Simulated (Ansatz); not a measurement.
Start from LaOF (space group P4/nmm, No. 129; a = 4.040 Å, c = 5.778 Å; a cell from a computed database, its experimental status unchecked). Axes: x, y, z lie along a, b, c of the conventional cell.

Method: PBEsol, PAW, 420 eV (Ansatz, a quantum-chemistry and plane-wave program; no SOC).

Base values:

| Quantity | Result |
|---|---|
| Pressure | 0.0 kbar |
| Shortest interatomic distance | 2.375 Å |

It is then changed as follows: tensile biaxial strain of 0.87 % in the plane normal to [001], as in epitaxy on a mismatched substrate; the out-of-plane cell vector and the atoms relax.

### Question
What does the calculation give for the out-of-plane strain after the change?

### Answer
The out-of-plane strain is -0.62 %.

### Question
Predict the new pressure.

### Answer
The pressure (mean of the normal stresses, compression positive) goes from zero to -13.3 kbar.

### Question
Predict the new shortest interatomic distance.

### Answer
The shortest interatomic distance goes up by 0.009 Å (2.375 Å → 2.384 Å).

Whether these cells are dynamically stable was not tested.
